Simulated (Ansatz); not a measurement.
Take Ir in the fcc (Cu type) structure (space group Fm-3m, No. 225; a = 3.831 Å; relaxed with 0.1 eV smearing) as the base. Axes: x, y, z lie along the cube axes.

Computed with PBEsol (Ansatz, a first-principles code, PAW, no SOC).

Before the change:

The pressure comes out as 0.0 GPa.

One thing is altered: tensile biaxial strain of 2.50 % in the plane normal to [001], as in epitaxy on a mismatched substrate; the out-of-plane cell vector and the atoms relax.

**Question.** What happens to the pressure and out-of-plane strain?

**Answer.** The pressure (mean of the normal stresses, compression positive) goes from zero to -10.2 GPa; the out-of-plane strain is -1.96 %.

Whether these cells are dynamically stable was not tested. The final runs are not spin-polarised.
